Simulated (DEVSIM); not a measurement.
Structure: abrupt Si p-n junction, at 350 K.

```tsv
layer (left to right)	material	thickness (μm)	Nd (cm⁻³)	Na (cm⁻³)	τn (s)	τp (s)
1	Si	0.130	-	5e15	7.7e-7	7.7e-7
2	Si	30.0	2.2e15	-	7.7e-7	7.7e-7
```

Left contact: ohmic. Right contact: ohmic. Voltage is applied to the left contact. Recombination: SRH at mid-gap, radiative, Auger. Mobility is μmin + (μ − μmin)/(1 + (N/Nref)^α).

This is a model device: material constants are rounded textbook-type values typed into the input, and sizes, dopings and lifetimes were drawn at random. Values at 300 K; Nc and Nv go as T^1.5, mobilities as T to minus their exponent, the gap by Varshni's rule with the affinity fixed.

```
parameter               Si
----------------  --------
gap (eV)             1.124
affinity (eV)         4.05
permittivity          11.7
Nc (cm⁻³)          2.86e19
Nv (cm⁻³)           3.1e19
μn (cm²/Vs)           1417
μp (cm²/Vs)            470
μn,min                  52
μp,min                  45
Nref,n              9.7e16
Nref,p              2.2e17
αn                    0.68
αp                    0.72
T exponent of μn       2.3
T exponent of μp       2.2
B (cm³/s)          4.7e-15
Cn (cm⁶/s)         2.8e-31
Cp (cm⁶/s)         9.9e-32
Varshni α (eV/K)  0.000473
Varshni β (K)          636
```

Model (solved in DEVSIM): 1D drift-diffusion, Boltzmann statistics, complete ionisation; no tunnelling, impact ionisation, image-force lowering or self-heating.

### Question
Tabulate band edges, carrier densities and field at -10.0 V on the left contact.

### Answer
Energies count from the Fermi level of the right contact; mesh points crowd at the junctions.

```csv
x (μm),Ec (eV),Ev (eV),n (cm⁻³),p (cm⁻³),field (V/cm)
0.000,10.840,9.730,2.9e7,5.0e15,-71000
0.02098,10.691,9.580,2.8e7,3.5e13,-72000
0.05324,10.454,9.343,2.7e7,1.4e10,-75000
0.09225,10.157,9.046,2.6e7,2800000,-78000
0.1261,9.889,8.778,2.5e7,2000000,-80000
0.1468,9.723,8.612,2.4e7,1900000,-80000
0.1876,9.399,8.289,2.5e7,1900000,-79000
0.3144,8.430,7.319,2.6e7,1900000,-74000
0.5228,6.956,5.846,2.9e7,1800000,-67000
0.9740,4.271,3.160,3.8e7,1700000,-52000
1.841,1.054,-0.057,9.4e7,1100000,-22000
4.537,0.293,-0.818,2.2e15,6100000,≈ 0
8.965,0.293,-0.818,2.2e15,1.8e7,≈ 0
17.39,0.293,-0.818,2.2e15,3.9e7,≈ 0
25.16,0.293,-0.818,2.2e15,5.5e7,≈ 0
27.65,0.293,-0.818,2.2e15,6.0e7,≈ 0
28.90,0.293,-0.818,2.2e15,6.2e7,≈ 0
29.53,0.293,-0.818,2.2e15,6.4e7,≈ 0
29.91,0.293,-0.818,2.2e15,6.5e7,≈ 0
30.03,0.293,-0.818,2.2e15,6.5e7,≈ 0
30.09,0.293,-0.818,2.2e15,6.5e7,≈ 0
30.13,0.293,-0.818,2.2e15,6.5e7,≈ 0
```
